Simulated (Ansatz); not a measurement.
Cells marked so need not be the phases stable at ambient conditions, and some may be hypothetical.

 Where the default PAW files enter, the runs use the earlier of Ansatz's two default sets.

No gap correction and no spin-orbit coupling; mid-gap values are interpolated between computed energies.

A. Se (R-3, not sure to be the ambient phase, 6 atoms a cell, 25.2 Å³ an atom), along the normal of (101)
B. BaMg2FeH8 (P-3m1, not sure to be the ambient phase, 12 atoms a cell, 10.4 Å³ an atom, -2 GPa at this level), along the normal of (001)
C. BaHI (P4/nmm, not sure to be the ambient phase, 6 atoms a cell, 29.7 Å³ an atom), along the normal of (001)

**Question.** Put the candidates in order of mid-gap decay constant of the slowest evanescent state, lowest first, for Ansatz (a quantum-chemistry and plane-wave program) with r2SCAN.

**Answer.** A (0.14 1/Å), C (0.32 1/Å), B (0.43 1/Å)
